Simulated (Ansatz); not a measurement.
LaBeNO (model structure, started from the LaZnOP type, P4/nmm, No. 129, 8 atoms in the cell), treated with LDA (Ansatz, a quantum-chemistry and plane-wave program, PAW).

Numerical settings: plane-wave cutoff 520 eV, 10×10×4 k mesh (along the axes of the cell as run), Fermi–Dirac smearing 0.01 eV, scalar-relativistic PAW data made under PBE.

Cell (relaxed at this level):

```
CELL_PARAMETERS angstrom
      3.52323     0.00000     0.00000
      0.00000     3.52323     0.00000
      0.00000     0.00000     7.71454
ATOMIC_POSITIONS crystal
  La 0.00000 0.50000 0.81832
  La 0.50000 0.00000 0.18168
  Be 0.00000 0.00000 0.50000
  Be 0.50000 0.50000 0.50000
  N  0.50000 0.00000 0.58580
  N  0.00000 0.50000 0.41420
  O  0.50000 0.50000 0.00000
  O  0.00000 0.00000 0.00000
```

What does this level give for the band gap and smallest direct gap on the k points sampled?


band gap: 2.04 eV
smallest direct gap on the k points sampled: 2.21 eV

Note: the relaxation could raise the start's symmetry but not lower it, so the cell can be a saddle point.

Spin–orbit coupling is not included.

Static lattice: no zero-point or thermal effects.

The result took about 10 core-seconds (a rough figure).

A model structure was made by putting elements into a prototype or built by hand; it is no filed structure, need not be a known phase, and can be a saddle point held by its symmetry.
